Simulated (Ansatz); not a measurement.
# RbOH, pressure series

Start from RbOH (space group P2_1/m, No. 11; a cell from a computed database, its experimental status unchecked).

```yaml
crystal:
  lattice:
    - [4.14705, 0.00000, 0.00000]
    - [0.00000, 4.11872, 0.00000]
    - [-1.48633, 0.00000, 5.77018]
  atoms:
    - { symbol: Rb, position: [0.17430, 0.25000, 0.28989] }
    - { symbol: Rb, position: [0.82570, 0.75000, 0.71011] }
    - { symbol: H, position: [0.47489, 0.25000, 0.92200] }
    - { symbol: H, position: [0.52511, 0.75000, 0.07800] }
    - { symbol: O, position: [0.32558, 0.25000, 0.76726] }
    - { symbol: O, position: [0.67442, 0.75000, 0.23274] }
```

Cell and atoms are relaxed at each pressure.

Computed with PBEsol/PAW in Ansatz (a quantum-chemistry and plane-wave program), no spin-orbit coupling.

Notes on the quantities. enthalpy: H = E + PV relative to the base's energy.

| change | enthalpy | width of the top valence band | density |
|---|---|---|---|
| base | – | 0.59 eV | 3.45 g/cm³ |
| pressure 0.9 GPa | +0.09 eV/atom | 0.67 eV | 3.60 g/cm³ |
| pressure 2.1 GPa | +0.21 eV/atom | 0.75 eV | 3.76 g/cm³ |
| pressure 4.5 GPa | +0.42 eV/atom | … | … |
| pressure 9 GPa | +0.80 eV/atom | 1.12 eV | … |
| pressure 15 GPa | +1.27 eV/atom | … | 4.77 g/cm³ |
| pressure 22.5 GPa | +1.80 eV/atom | 1.53 eV | 5.15 g/cm³ |

Problem. Complete the table.

Solution. 
- pressure 4.5 GPa, width of the top valence band: 0.90 eV
- pressure 4.5 GPa, density: 4.02 g/cm³
- pressure 9 GPa, density: 4.39 g/cm³
- pressure 15 GPa, width of the top valence band: 1.34 eV

The levels and masses belong to the bands next to the band gap. Load acts through the strain it causes; cell and atoms are relaxed under it. Whether these cells are dynamically stable was not tested. No other phases were tried under pressure.
